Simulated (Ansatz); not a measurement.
Cubic perovskite CsPbCl3 (cubic high-temperature phase) was calculated with LDA (Ansatz, an electronic-structure program, plane waves, PAW).

Run with plane-wave cutoff 520 eV, 4×4×4 k mesh, perturbation theory, scalar-relativistic PAW data made under PBE.

The cell has the measured lattice parameters. Conventional cell: a = 5.6050 Å, b = 5.6050 Å, c = 5.6050 Å, α = 90.00°, β = 90.00°, γ = 90.00°.

```
CELL_PARAMETERS angstrom
      5.60500     0.00000     0.00000
      0.00000     5.60500     0.00000
      0.00000     0.00000     5.60500
ATOMIC_POSITIONS crystal
  Cs 0.00000 0.00000 0.00000
  Pb 0.50000 0.50000 0.50000
  Cl 0.50000 0.00000 0.50000
  Cl 0.00000 0.50000 0.50000
  Cl 0.50000 0.50000 0.00000
```

Harmonic phonon frequencies (cm⁻¹; i marks an imaginary mode; at Γ without the LO shift):

| q point | frequencies |
|---|---|
| Γ | 36i 36i 36i 23i 23i 23i 0 0 0 44 44 44 127 127 127 |
| X | 26i 26i 20i 20i 19 35 36 36 37 37 44 108 127 127 247 |
| M | 51i 35i 35i 12i 31 31 34 41 41 80 101 101 128 219 256 |

Imaginary modes appear, so the structure is dynamically unstable at this level.

Note: the run warned that the k mesh is coarse for the response to a field; the run finds an imaginary mode (51i cm⁻¹), so the cell is a saddle point at this level; the cell isn't this level's own, so it is under some stress, which shifts stiffness and frequencies.
